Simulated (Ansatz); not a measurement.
## Carrier properties of BP (I-4m2)

Given:

```
CELL_PARAMETERS angstrom
      0.00000     2.28417     2.24879
      2.28417     0.00000     2.24879
      2.28417     2.28417     0.00000
ATOMIC_POSITIONS crystal
  B  0.00000 0.00000 0.00000
  P  0.25000 0.25000 0.25000
```

These are r2SCAN with spin-orbit coupling, rigid bands (plane waves, PAW; Ansatz, a first-principles code) values and carry that method's errors. Condition of this run: biaxial stress in (001) of -4 GPa (compression positive) (the target of the relaxation). Cell: cell and atoms relaxed with PBEsol, then loaded as said.

```json
{
 "band_gap": "1.17 eV",
 "electron conductivity mass (300 K, dilute)": "0.23 (x), 0.23 (y), 1.34 (z) mₑ",
 "hole conductivity mass (300 K, dilute)": "0.32 (x), 0.32 (y), 0.46 (z) mₑ",
 "effective density of states N_c (300 K)": "1.3e19 cm⁻³",
 "effective density of states N_v (300 K)": "5.2e18 cm⁻³",
 "density_of_states_mass_electrons": "0.65 mₑ",
 "density_of_states_mass_holes": "0.35 mₑ",
 "Seebeck coefficient, n-type 1e19 cm⁻³, 300 K": "-240 μV/K",
 "Seebeck coefficient, p-type 1e19 cm⁻³, 300 K": "219 μV/K",
 "best p-type power factor at 300 K for τ = 10 fs (best axis; densities from 1e16 to 1e21 cm⁻³ tried, whether or not they can be reached)": "12.2 μW/(cm·K²) at 3e20 cm⁻³"
}
```

Rigid bands; masses and Seebeck coefficients take one relaxation time τ for all states and one kind of carrier; polarons and phonon drag are left out. Geometry: cell and atoms relaxed with PBEsol.
